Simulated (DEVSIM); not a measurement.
Structure: Co/AlN/SiO2/p-Si capacitor, at 300 K.

```csv
layer (left to right),material,thickness (nm),Na (cm⁻³)
1,AlN,12.0,-
2,SiO2,1.00,-
3,Si,1400,1.7e17
```

Metal gate on the left, work function 5 eV. Fixed charge at the semiconductor interface -1.7e10 cm⁻² (in units of +e); no interface traps.

Constants are typed, rounded textbook-type inputs, not results; the design itself was drawn at random and stands for no fabricated device. Values at 300 K.

```tsv
parameter	AlN	SiO2	Si
gap (eV)	6.1	9	1.124
affinity (eV)	1.9	0.9	4.05
permittivity	8.5	3.9	11.7
Nc (cm⁻³)	-	-	2.86e19
Nv (cm⁻³)	-	-	3.1e19
```

Model (solved in DEVSIM): 1D Poisson equation in equilibrium, Boltzmann statistics, complete ionisation; no quantum confinement or tunnelling. Metal contacts follow the ideal Schottky-Mott rule: no Fermi-level pinning, no interface dipoles.

The substrate doping was swept, all else fixed.

| substrate doping (cm^-3) | threshold voltage (band bending 2φF) (V) | flat-band voltage (V) | minimum of the low-frequency capacitance (μF/cm²) |
|---|---|---|---|
| 8.5e15 | 0.83 | 0.04 | 0.0337 |
| 1.7e16 | 0.88 | 0.03 | 0.0454 |
| 3.4e16 | 0.96 | 0.01 | 0.0605 |
| 8.5e16 | 1.09 | -0.02 | 0.0875 |
| 1.7e17 | 1.24 | -0.03 | 0.112 |
| 3.4e17 | 1.44 | -0.05 | 0.143 |

From the first row to the last the threshold voltage (band bending 2φF) goes from 0.83 to 1.44. From the first row to the last the flat-band voltage goes from 0.04 to -0.05.
